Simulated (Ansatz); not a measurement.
Structures of equal composition on the (0001) surface of hcp Ti: clean 1x1; top plane shifted to the other hollow. The slabs share one bottom face, and each structure is named by its start. These are constructed structures in small cells; real faces may alloy, dewet or reconstruct in larger ones, and not all known structures of the face are among them. Slabs of about 12 Å with all that they carry, Fermi-Dirac smearing of 0.1 eV. Bottom of the slabs: a bare face, its two planes held. Relaxed from the named starts with such symmetry as they have, on meshes of like density; energies extrapolated to zero smearing; no spin-orbit coupling, no U. Spin-polarised runs, if any, are marked in brackets, and their order is one that fits the cell; the others ran without spin.

Method: PBE (plane waves to 420 eV, PAW; Ansatz, an electronic-structure program).

Rank these by energy per 1x1 cell (lowest first), as PBE gives it.

clean 1x1 (0.000 eV), top plane shifted to the other hollow (0.058 eV)
